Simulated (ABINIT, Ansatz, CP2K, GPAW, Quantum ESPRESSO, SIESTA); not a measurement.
BaSr₃ (Fm-3m, 4 atoms in the cell) computed with different codes at matched settings

Self-consistent single point.

```
BaSr3
1.0
    0.00000     4.83359     4.83359
    4.83359     0.00000     4.83359
    4.83359     4.83359     0.00000
Ba Sr
1 3
Direct
  0.00000   0.00000   0.00000
  0.25000   0.25000   0.25000
  0.75000   0.75000   0.75000
  0.50000   0.50000   0.50000
```

All programs got the same cell, k-point mesh and kind of occupations (in Ansatz's words: kpoints.mp_grid.grid = 8 8 8; scf.occupations.method = fermi_dirac; scf.occupations.width = 0.1 eV); potentials, basis and cutoffs are each program's usual ones.

| code | model | pressure (GPa) | k-points | cutoff |
|---|---|---|---|---|
| CP2K | PBEsol, GPW, DZVP-MOLOPT-SR-GTH basis, GTH-PBE potentials (GTH_POTENTIALS) | 0.18 | 260 | grid 500 Ry |
| SIESTA | GGA PBEsol, numerical atomic orbitals DZP, PseudoDojo PBEsol standard norm-conserving potentials (rewritten from UPF to PSML) | 4.11 | 296 | grid 400 Ry |
| Quantum ESPRESSO | PBEsol, PseudoDojo standard norm-conserving (PBESOL) pseudopotentials | -0.63 | 29 | 70 Ry |
| Ansatz | PBEsol, PAW files made with PBE | -0.63 | 29 | 420 eV |
| ABINIT | PBEsol, norm-conserving pseudopotentials (PseudoDojo nc-sr-04 PBEsol standard) | -0.64 | 29 | 34 Ha |
| GPAW | PBEsol, GPAW PAW datasets PBEsol (made by gpaw-setup) | -0.60 | 29 | 550 eV |

The spread over the programs that give each value: pressure within 4.75 GPa.

The starting cell comes from a database of computed structures (which also holds hypothetical and non-ambient phases and stackings), without a prior relaxation at this level. Its lattice was rescaled by a random factor within 2.5 % of one.

Question: Why do the programs differ, and what cannot be compared?

Answer: Differences of this kind can come from the potentials, where these differ, and from what each basis and cutoff leave unconverged. The zero of total energies and Fermi levels follows the potentials and each program's conventions, so they are not compared here. CP2K and SIESTA use small atom-centred bases, whose incompleteness enters pressures, forces and empty levels differently from a plane-wave cutoff. Ansatz's pressure is given at a fixed set of plane waves, as the other plane-wave codes print theirs. The programs reduce the same mesh by symmetry to different extents, which changes the work and not the result. In the pressure, SIESTA (by 4.74) lies more than 1 GPa from the median of the plane-wave programs.

Left out of this page: FLEUR (not drawn, or without a comparable value).

Ansatz is a program for electronic structure.

Keys are those of Ansatz 0.2.
